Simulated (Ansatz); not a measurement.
# MgS: stress against strain

MgS (rock salt, Fm-3m, 16.868 Å³/atom and stress up to 0.01 GPa in the relaxed cell) under an equal strain ε in the (001) plane with the normal axis free, as in a coherent film. LDA in Ansatz, a plane-wave DFT program (PAW, default set), 420 eV, 11×11×11 Γ-centred mesh, Fermi-Dirac smearing 0.05 eV; ions are relaxed, or left where forces stay under 0.02 eV/Å, within the symmetry of each cell. Stress is positive for a compressed cell.

Here s stands for strain and y for stress xx.

```
strain (%)  stress xx (GPa)
----------  ---------------
-1.50                  3.04
-1.00                  1.96
-0.50                  0.95
0.00                   0.00
0.50                  -0.89
1.00                  -1.73
1.50                  -2.51
3.00                      ?
```

Q: Using a straight line, estimate the missing y at s = 3.00 from the other rows, showing the fit.

A: Means: s 0, y 0.117. About the means, the sum of products is -12.935 and the sum of squares of s is 7.0000; the slope is their ratio. Least squares gives y = 0.117 - 1.8479·s. Residuals (row less fit): 0.151, -0.005, -0.091, -0.117, -0.083, 0.001, 0.145; standard error 0.121 (degrees of freedom: 5). The slope gives the biaxial elastic modulus of this plane = 185 ± 5 GPa (± standard error of the fit, which holds the terms cut off). At the withheld row, y = 0.117 - 1.8479 × 3.0 = -5.427 GPa. The calculation gives -4.55 GPa, 0.877 GPa above the prediction (11.6 % of the range of y in the table). The row lies outside the fitted rows, so this is an extrapolation. From the scatter of the fitted rows alone, a prediction at this place has a standard error of 0.188 GPa, so the miss is 4.7 times that.

A polynomial of degree 2 through the 12 other runs of the series gives -4.48 there, so most of the miss is curvature that the fit leaves out. Rows are the converged runs of the series near zero and its far end; series whose fitted rows scatter by over a few per cent of the range, as at a crossing or softening among them, aren't shown in this form, nor equations of state whose B0' disagrees with the runs' pressures. Most that stay on the fit to the last digits aren't either.
